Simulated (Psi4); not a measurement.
Psi4 1.11, BP86/def2-tzvp: Y(Cl)2(Me) ([CH3][Y]([Cl])[Cl]), 7 atoms. The geometry is a generated start, not checked to be a minimum at this level.

| Property | Result |
|---|---|
| task | energy |
| method | bp86 |
| basis | def2-tzvp |
| memory | 3 GB |
| maxiter | 100 |
| keys of the molecule block | symmetry c1 |
| scf_type | df (default) |
| guess | auto, which took SAD (default) |
| scf_initial_accelerator | adiis (default) |
| e_convergence | 1e-06 (default) |
| d_convergence | 1e-06 (default) |
| dft_radial_points | 75 (default) |
| dft_spherical_points | 302 (default) |
| effective core potentials | those of the basis set, past Kr |
| basis functions | 163 |
| grid points | 152074 |

```xyz
7

Y      0.6823    -0.6853     0.5201
Cl     3.0243    -1.2859     0.0330
Cl     0.3535    -1.9030     2.6303
C     -0.8244     0.7793    -0.6407
H     -1.7577     0.9447    -0.1031
H     -1.0958     0.3887    -1.6237
H     -0.3821     1.7615    -0.8159
```

Charge 0 and multiplicity 1 are set for this test and not shown to be the ground state.

One run each on 2 threads. Values of diis_max_vecs tried: 3, 6, 10 (default), 20.

Q: How does the count of SCF iterations change with diis_max_vecs, and where is it least?

A: Fewest SCF iterations, within one of each other: 6 with 10, 10 (default) with 10, 20 with 10. The count rises to 23 at 3. All converge to one solution.

| diis_max_vecs | SCF iterations | end |
|---|---|---|
| 3 | 23 | same solution |
| 6 | 10 | same solution |
| 10 (default) | 10 | same solution |
| 20 | 10 | same solution |
